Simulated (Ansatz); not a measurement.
Worked example: self-consistent single point of CaAl₂Zn₂ (I4mm, 5 atoms in the cell) in Ansatz (an electronic-structure program).

Method of the run: LDA (PW92), harder PAW files (source: ansatz) made with PBE (plane waves; Ansatz).

```
CELL_PARAMETERS angstrom
     -2.05088     2.05088     5.72521
      2.05088    -2.05088     5.72521
      2.05088     2.05088    -5.72521
ATOMIC_POSITIONS crystal
  Ca 0.00437 0.00437 0.00000
  Al 0.25000 0.75000 0.50000
  Al 0.75000 0.25000 0.50000
  Zn 0.39187 0.39187 0.00000
  Zn 0.60813 0.60813 0.00000
```

Reference input (self-consistent single point, DFT, LDA (PW92), plane waves, default PAW files made with PBE): basis.ecutwfc = 420 eV; kpoints.mp_grid.grid = 7 7 7; hamiltonian.xc = lda; hamiltonian.pseudopotentials = {kind: paw} (the program's default PAW files); scf.occupations.method = gaussian; scf.occupations.width = 0.1 eV. This run's input differs from it in these lines:

Ansatz 0.2 input:
```diff
@@ -12,3 +12,3 @@
 basis:
-  ecutwfc: 420.0
+  ecutwfc: 495.0
 kpoints:
@@ -17,3 +17,3 @@
   xc: lda
-  pseudopotentials: { kind: paw }
+  pseudopotentials: { kind: paw, source: ansatz }
 scf:
```

Output (repeated stretches shortened):

```
SCF iter   1: F=—  HF=-21408.784976 eV  |F-HF|=—  |Δ(HF+E_count)|=         —  Δρ=1.10e-1  dr2=1.01e1  ethr=3.10e-3  ⟨swp⟩=8.7  Hψ=8079  notcnv=0  defer=5
all-band conjugate gradients solve this SCF's bands
preconditioner: auto → Kerker (q_TF=auto, 2.599 Å⁻¹)
SCF iter   2: F=—  HF=-21407.093460 eV  |F-HF|=—  |Δ(HF+E_count)|=    1.69e0  Δρ=5.83e-2  dr2=1.36e0  ethr=3.10e-3  ⟨swp⟩=3.3  Hψ=3983  notcnv=0  defer=100
   [... lines left out ...]
SCF iter   7: F=—  HF=-21406.378632 eV  |F-HF|=—  |Δ(HF+E_count)|=   8.38e-7  Δρ=5.32e-4  dr2=1.44e-4  ethr=3.23e-7  ⟨swp⟩=2.0  Hψ=3081  notcnv=0  defer=96
SCF iter   8: F=—  HF=-21406.378589 eV  |F-HF|=—  |Δ(HF+E_count)|=   4.35e-5  Δρ=1.70e-4  dr2=2.04e-5  ethr=2.00e-7  ⟨swp⟩=2.1  Hψ=2985  notcnv=0  defer=96
SCF iter   9: F=—  HF=-21406.378593 eV  |F-HF|=—  |Δ(HF+E_count)|=   4.10e-6  Δρ=2.46e-5  dr2=6.24e-7  ethr=2.83e-8  ⟨swp⟩=2.0  Hψ=2274  notcnv=0  defer=96
SCF iter  10: F=-21406.378593 eV  HF=-21406.378593 eV  |F-HF|=3.12e-8  |Δ(HF+E_count)|=   1.08e-7  Δρ=7.30e-6  dr2=4.89e-8  ethr=1.39e-10  ⟨swp⟩=13.0  Hψ=9248  notcnv=0
SCF 1 converged in 10 iterations: F = -21406.378593 eV  dr2 = 4.89e-8
Free energy (F): -21406.378593 eV
Internal energy: -21406.369084 eV  (E = F + TS)
E sigma→0 (E₀):  -21406.373838 eV
Entropy (-TS):   -0.009509 eV (-1.902 meV/atom)
Fermi energy:    9.461228 eV
--- Forces (eV/Å), atoms counted from 1 ---
  atom   1  Ca     0.00000000     0.00000000    -0.09889229
  atom   2  Al    -0.00000000    -0.00000000     0.03119984
  atom   3  Al     0.00000000     0.00000000     0.03119984
  atom   4  Zn    -0.00000000    -0.00000000    -0.01375128
  atom   5  Zn     0.00000000    -0.00000000     0.05028354
--- Stress (GPa, compression-positive) ---
       -4.468782       0.000000       0.000000
        0.000000      -4.468782       0.000000
       -0.000000       0.000000      -4.563338
  P = ⅓ Tr σ = -4.5003 GPa (-45.003 kbar)
  The stress holds the Pulay correction. Without it, at fixed plane waves, as pw.x and ABINIT print it: P = -22.6209 GPa
```

The run converged in 10 iterations. Against the reference run the pressure hardly changes (-4.45 to -4.50 GPa) and the largest force moves little (0.100 to 0.099 eV/Å).

The starting cell comes from a database of computed structures (which also holds hypothetical and non-ambient phases and stackings), without a prior relaxation at this level. Its lattice was rescaled by up to half a per cent. One atom was moved a little off its site on purpose. Ansatz's pressure includes its estimate of the finite-basis (Pulay) stress. Without the estimate this run gives -22.62 GPa. The cutoff lies below the one recommended for these files.
